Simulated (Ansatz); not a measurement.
The reference is Ag in the fcc (Cu type) structure (space group Fm-3m, No. 225; a = 4.1483 Å; relaxed with 0.1 eV smearing).

The values are results of PBE (Ansatz, a first-principles code), spin-orbit coupling left out, not measurements.

Before the change:

Pressure: 0.0 GPa

The change: every lattice vector is stretched by 2.00 %, atoms relaxed at fixed cell.

What does the calculation give for the pressure and energy relative to the base after the change?

The pressure goes from zero to -4.5 GPa; the energy goes up by 17 meV/atom.

The cells carry an imposed strain or load. Whether these cells are dynamically stable was not tested.
